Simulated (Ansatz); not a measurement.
WO₃ (Cmcm, No. 63, 8 atoms in the cell; start mp-2383052; a measured phase of this formula has another space group) was calculated with PBEsol (Ansatz, a first-principles code, plane waves, PAW).

Settings: plane-wave cutoff 520 eV, 10×10×6 k mesh (along the axes of the cell as run), Fermi–Dirac smearing 0.01 eV, no spin polarisation, scalar-relativistic PAW data made under PBE.

Cell (relaxed at this level):

```
WO3
1.0
    2.72694    -2.73721     0.00000
    2.72694     2.73721     0.00000
    0.00000     0.00000     7.46025
W O
2 6
Direct
  0.55866   0.44134   0.75000
  0.44134   0.55866   0.25000
  0.50000   0.50000   0.50000
  0.50000   0.50000   0.00000
  0.47916   0.01773   0.25000
  0.52084   0.98227   0.75000
  0.01773   0.47916   0.75000
  0.98227   0.52084   0.25000
```

Question: Give the computed band gap, direct gap at Γ and bulk modulus.

Answer: 
- band gap: 1.35 eV (on the SCF k mesh)
- direct gap at Γ: 2.38 eV
- bulk modulus: 162 GPa

Note: the relaxation could not lower the start's symmetry, so the cell can be a saddle point above a distorted one; the bulk modulus is −V dP/dV from two relaxed cells at ±2 % in volume.

Spin–orbit coupling is not included.

Static lattice: no zero-point or thermal effects.

It cost roughly 8 core-minutes of CPU time.

A start named mp-… is a Materials Project structure, which need not be a measured phase.
